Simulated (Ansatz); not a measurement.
The parent structure is WSe₂ (space group P6_3/mmc, No. 194; layered, stacked along the Cartesian z axis).

```
CELL_PARAMETERS angstrom
      3.27904     0.00000     0.00000
     -1.63952     2.83973     0.00000
      0.00000     0.00000    12.78623
ATOMIC_POSITIONS crystal
  W  0.66667 0.33333 0.75000
  W  0.33333 0.66667 0.25000
  Se 0.66667 0.33333 0.38172
  Se 0.33333 0.66667 0.88172
  Se 0.33333 0.66667 0.61828
  Se 0.66667 0.33333 0.11828
```

Cartesian axes are those of the cell as printed.

Computed with Ansatz (a program for electronic structure) PBE-D3(BJ), no SOC.

Now apply this change: the cell is scaled by 1.0240 in all directions, atoms relaxed at fixed cell.

Question: Predict the stress tensor and what it implies for the stiffness.

Answer: Stress of the strained cell less that of the base (GPa, compression positive):
```
  -5.23    0.00    0.00
   0.00   -5.23    0.00
   0.00    0.00   -1.52
```

Then B = −ΔP/(ΔV/V₀) with ΔV/V₀ = 0.0737 gives secant stiffness values (nonlinear terms included at this strain): B (at held cell shape, above the free-shape value) ≈ 54 GPa.

As a check, the harmonic strain energy −½ V₀ Δσ:ε is 18 meV/atom; the computed energy rise is 19 meV/atom.

Stability against distortions was not tested.
